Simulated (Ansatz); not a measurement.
We consider 1T (CdI2-type) PtTe2, described by revPBE in Ansatz (plane waves, PAW).

Settings: plane-wave cutoff 520 eV, 18×18×12 k mesh (along the axes of the cell as run), Fermi–Dirac smearing 0.05 eV, scalar-relativistic PAW data made under PBE.

Properties against volume:

Shape and atoms are relaxed at each volume.

```json
[
 {"V (Å³/atom)": "26.184", "P (GPa)": "0.85", "c (Å)": "5.410", "a (Å)": "4.095"},
 {"V (Å³/atom)": "26.730", "P (GPa)": "0.32", "c (Å)": "5.513", "a (Å)": "4.098"},
 {"V (Å³/atom)": "27.275", "P (GPa)": "0.00", "c (Å)": "5.626", "a (Å)": "4.098"},
 {"V (Å³/atom)": "27.821", "P (GPa)": "-0.14", "c (Å)": "5.747", "a (Å)": "4.095"},
 {"V (Å³/atom)": "28.366", "P (GPa)": "-0.16", "c (Å)": "5.874", "a (Å)": "4.090"}
]
```

Note: for a layered or molecular solid the relaxed cell lies over 5 % above the published volume, where the minimum can be shallow; the cell comes from a level without a dispersion term, which matters for the spacing of layers, chains or molecules; the bulk modulus comes from volumes at which shape and atoms were relaxed.

Ansatz is an electronic-structure program.
